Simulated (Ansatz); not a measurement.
# C: pressure series

The reference is C in the diamond structure (space group Fd-3m, No. 227).

```yaml
crystal:
  lattice:
    - [0.00000, 1.77690, 1.77690]
    - [1.77690, 0.00000, 1.77690]
    - [1.77690, 1.77690, 0.00000]
  atoms:
    - { symbol: C, position: [0.50000, 0.50000, 0.50000] }
    - { symbol: C, position: [0.75000, 0.75000, 0.75000] }
```

Cell and atoms are relaxed at each pressure.

All numbers come from plane-wave PAW DFT at the PBEsol level (Ansatz, a program for electronic structure, 420 eV), no SOC.

```json
[
 {"case": "base", "width of the top valence band": "8.51 eV", "volume per atom": "5.61 Å³"},
 {"case": "pressure −2 GPa", "width of the top valence band": "8.47 eV", "volume per atom": "5.64 Å³"},
 {"case": "pressure −1 GPa", "width of the top valence band": "8.49 eV", "volume per atom": "5.62 Å³"},
 {"case": "pressure 3 GPa", "width of the top valence band": "8.57 eV", "volume per atom": "5.57 Å³"},
 {"case": "pressure 7 GPa", "width of the top valence band": "8.65 eV", "volume per atom": "5.53 Å³"},
 {"case": "pressure 15 GPa", "width of the top valence band": "8.79 eV", "volume per atom": "5.44 Å³"},
 {"case": "pressure 30 GPa", "width of the top valence band": "9.05 eV", "volume per atom": "5.28 Å³"},
 {"case": "pressure 50 GPa", "width of the top valence band": "9.36 eV", "volume per atom": "5.11 Å³"},
 {"case": "pressure 75 GPa", "width of the top valence band": "9.72 eV", "volume per atom": "4.92 Å³"},
 {"case": "pressure 100 GPa", "width of the top valence band": "10.06 eV", "volume per atom": "4.76 Å³"}
]
```

The levels and masses belong to the bands next to the band gap. Load acts through the strain it causes; cell and atoms are relaxed under it. Stability against distortions was not tested. Competing high-pressure phases were not computed.
